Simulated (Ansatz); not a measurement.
ZnCu2SnSe4 under a change: Se vacancy, symmetric start

The reference is an 8-atom supercell of ZnCu₂SnSe₄ (space group I-4, No. 82; a = 5.7637 Å, c = 11.5262 Å) at its relaxed geometry.

Now apply this change: one Se atom is removed, atoms relaxed at fixed cell.

All numbers come from PBE/PAW in Ansatz (a program for electronic structure), no SOC, earlier PAW set. k-mesh 6×6×6 (Γ-centred); smearing 0.05 eV (Fermi–Dirac).

```json
[
 {"quantity": "pressure", "base": "0.0 GPa", "changed": "0.0 GPa", "shift": "0.0 GPa"},
 {"quantity": "largest displacement of a host atom from its site in the perfect cell", "base": "–", "changed": "0.75 Å", "shift": "–"},
 {"quantity": "mean distance from the defect site to its nearest host atoms", "base": "2.44 Å", "changed": "3.05 Å", "shift": "+0.615 Å"}
]
```

Cost of the whole job for the changed cell (relaxation, final SCF and bands): very roughly 15 core-minutes.

The cell is small, so the values are those of an ordered compound at a high defect concentration; dilute-limit values will differ. The defect started on the symmetric site and kept its symmetry, so it may sit on a saddle. All final runs are without spin polarisation. The defect cell is not spin-polarised.
